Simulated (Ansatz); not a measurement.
Input:

```yaml
crystal:
  lattice:
    - [0.00000, 2.97990, 2.97990]
    - [2.97990, 0.00000, 2.97990]
    - [2.97990, 2.97990, 0.00000]
  atoms:
    - { symbol: P, position: [0.75000, 0.75000, 0.75000] }
    - { symbol: In, position: [0.00000, 0.00000, 0.00000] }
```

No spin polarisation.

Electron doping at 1.0×10^22 cm⁻³ (0.529 per cell), with a uniform compensating background at fixed cell and a 300 K Fermi–Dirac width.

Method: PBE/PAW in Ansatz (a quantum-chemistry and plane-wave program), without spin-orbit coupling, earlier PAW set. k-mesh 22×22×22 (Γ-centred); smearing 0.0259 eV (Fermi–Dirac).

Question: Predict the gap character and gap between the host's bands.

Answer: 
* **Gap character**: direct at Γ
* **Gap between the host's bands**: 0.34 eV

Carriers are added with a uniform compensating background; total energy and stress of such cells depend on the potential's zero and are not compared; many-body gap narrowing is missing at this level. Stability against distortions was not tested. The cell was made from InP in the zinc blende structure (space group F-43m, No. 216) by this change: electrons 1.0×10^22 cm⁻³.
